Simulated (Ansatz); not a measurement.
**The (111) surface of fluorite-type NiSi2 in its 1x1 cell (cut with top plane Ni, bottom plane Ni), outermost plane spacing 0.79 Å in the ideal cut (one of several cuts of this face), with 1 Ni a cell over the bulk's ratio**

These are PBE (plane waves to 420 eV, PAW; Ansatz, an electronic-structure program) values and carry that method's errors.

Slab: 13 atoms, Ni5Si8, 12.6 Å thick at the start; k 11x11x1, smearing 0.1 eV, dipole-corrected; all atoms relaxed; symmetry of the start imposed; no spin (magnetic order not tried), no spin-orbit, no U.

```json
{
 "work_function_of_the_top_face": "4.17 eV",
 "energy_released_by_relaxation": "0.30 eV",
 "cost": "about 3 core-minutes (a rough figure)"
}
```
